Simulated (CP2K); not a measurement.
Band structure of SnO (P4/nmm, 4 atoms in the cell).

```xyz
4
Lattice="3.8137 0.0000 0.0000 0.0000 3.8137 0.0000 0.0000 0.0000 4.8869" Properties=species:S:1:pos:R:3 pbc="T T T"
Sn     0.0000     1.9068     1.1502
Sn     1.9068     0.0000     3.7367
O      1.9068     1.9068     0.0000
O      0.0000     0.0000     0.0000
```

Level of theory: PBE, GPW, DZVP-MOLOPT-SR-GTH basis, GTH-PBE potentials (GTH_POTENTIALS) in CP2K.

Settings: CUTOFF = 450 Ry; REL_CUTOFF = 50 Ry; SMEAR/METHOD = FERMI_DIRAC; ELECTRONIC_TEMPERATURE = 116.05 K; KPOINTS/SCHEME = MONKHORST-PACK 5 5 4; GAMMA_CENTERED = T; XC_FUNCTIONAL = PBE; Sn/BASIS_SET = DZVP-MOLOPT-SR-GTH-q4; Sn/POTENTIAL = GTH-PBE-q4; O/BASIS_SET = DZVP-MOLOPT-SR-GTH-q6; O/POTENTIAL = GTH-PBE-q6; METHOD = GPW; EPS_DEFAULT = 1e-10; EXTRAPOLATION = USE_GUESS.

The starting cell comes from a database of computed structures (which also holds hypothetical and non-ambient phases and stackings), without a prior relaxation at this level. Values carry the incompleteness of an atom-centred basis.

Predict the gap along the standard path and the places of the band edges.

The gap along the path is 0.08 eV, from a point between M and Γ to M; the smallest direct gap on it is 1.99 eV.

Levels in eV from the top of the valence band on the SCF mesh, bands 7 to 11:
| point | 7 | 8 | 9 | 10 | 11 |
|---|---|---|---|---|---|
| Γ | -3.49 | -3.14 | -3.14 | 0.00 | 2.05 |
| X | -4.87 | -4.87 | -2.71 | -2.71 | 3.21 |
| M | -2.45 | -2.45 | -1.90 | -1.90 | 0.09 |
| Z | -3.24 | -3.15 | -3.15 | -2.18 | 1.74 |
| R | -4.83 | -4.83 | -1.71 | -1.71 | 2.58 |
| A | -2.71 | -2.71 | -2.44 | -2.44 | 2.41 |

Higher empty bands are left out: an atom-centred basis made for the valence describes them poorly.
